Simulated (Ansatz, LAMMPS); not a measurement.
Si well of 21 atomic layers along [001] in random Si0.8Ge0.2, interfaces graded over 4 layers. Cell 16.58 × 16.58 × 65.86 Å, Si759Ge105, 864 atoms. Prepared with Tersoff's 1989 multicomponent potential (SiCGe.tersoff) (LAMMPS): minimisation. 

Basis: localised support functions (accuracy medium) on a full density matrix. k-points: zone centre alone; occupations: Fermi-Dirac, 0.010 eV; spin polarisation not allowed. Spin-orbit coupling is left out.

Q: What is the computed gap and bonding (Ansatz (a program for electronic structure) with PBE, support functions at accuracy medium on the grid of 370 eV)?

A: 
- Kohn-Sham gap of the cell on its k-mesh = 0.46 eV
- weight of the highest filled level on the well = 0.36
- weight of the lowest empty level on the well = 0.96
- coordination (neighbours within 2.852 Å) = 100.0 % 4-fold
- Ge-Ge bonds, mean ± spread = 2.465 ± 0.005 Å
- Ge-Si bonds, mean ± spread = 2.420 ± 0.007 Å
- Si-Si bonds, mean ± spread = 2.378 ± 0.005 Å
- bond angles, mean ± spread = 109.5° ± 0.9°
- pressure = -0.71 GPa
